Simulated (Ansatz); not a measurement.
System: AlB2-type MgB2. Method: rVV10 in Ansatz (plane waves, PAW).

Settings: plane-wave cutoff 500 eV, 18×18×12 k mesh (along the axes of the cell as run), Fermi–Dirac smearing 0.05 eV, scalar-relativistic PAW data made under PBE.

Computed at the level's own relaxed cell.

Problem. What does this level give for the volume per atom, lattice constant a and c axis length?

Solution. 
* **volume per atom**: 9.60 Å³/atom
* **lattice constant a**: 3.074 Å
* **c axis length**: 3.518 Å

Measured, for comparison: lattice constant a 3.083 Å, lattice parameter c 3.521 Å (300 K, no zero-point or thermal correction; as tabulated in Loa et al. (2002), arXiv:cond-mat/0206051). Computed (rounded) less measured: lattice constant a -0.3 %, lattice parameter c -0.1 %.

The result took around 40 core-seconds (rough).

Ansatz is a quantum-chemistry and plane-wave program.
